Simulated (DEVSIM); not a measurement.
Device: abrupt GaAs n-p junction, at 350 K.

```csv
layer (left to right),material,thickness (μm),Nd (cm⁻³),Na (cm⁻³),τn (s),τp (s)
1,GaAs,89.0,7.1e16,-,7.4e-8,7.4e-8
2,GaAs,1.30,-,9.1e15,7.4e-8,7.4e-8
```

Left contact: ohmic. Right contact: ohmic. Voltage is applied to the left contact. Recombination: SRH at mid-gap. Mobility is μmin + (μ − μmin)/(1 + (N/Nref)^α).

Constants are typed, rounded textbook-type inputs, not results; the design itself was drawn at random and stands for no fabricated device. Values at 300 K; Nc and Nv go as T^1.5, mobilities as T to minus their exponent, the gap by Varshni's rule with the affinity fixed.

```tsv
parameter	GaAs
gap (eV)	1.424
affinity (eV)	4.07
permittivity	12.9
Nc (cm⁻³)	4.7e17
Nv (cm⁻³)	9e18
μn (cm²/Vs)	8500
μp (cm²/Vs)	400
μn,min	500
μp,min	20
Nref,n	6e16
Nref,p	1.5e17
αn	0.39
αp	0.38
T exponent of μn	2.1
T exponent of μp	2.2
Varshni α (eV/K)	0.000541
Varshni β (K)	204
```

Simulated with DEVSIM: 1D drift-diffusion, Boltzmann statistics, complete ionisation; no tunnelling, impact ionisation, image-force lowering or self-heating.

The temperature was swept, all else fixed.

```
temperature (K)  largest field in the device at zero bias (V/cm)  potential step across the device at zero bias (V)  dark forward voltage at 1 A/cm² (V)  dark forward voltage at 100 A/cm² (V)
---------------  -----------------------------------------------  -------------------------------------------------  -----------------------------------  -------------------------------------
250                                                        53000                                              1.269                                1.057                                  1.174
300                                                        51000                                              1.197                                0.948                                  1.089
350                                                        49000                                              1.122                                    ?                                      ?
400                                                        47000                                              1.045                                0.722                                  0.918
450                                                        45000                                              0.965                                0.607                                  0.830
500                                                        43000                                              0.884                                0.490                                  0.741
```

### Question
What belongs in the gaps?

### Answer

- 350, dark forward voltage at 1 A/cm² (V): 0.836
- 350, dark forward voltage at 100 A/cm² (V): 1.002
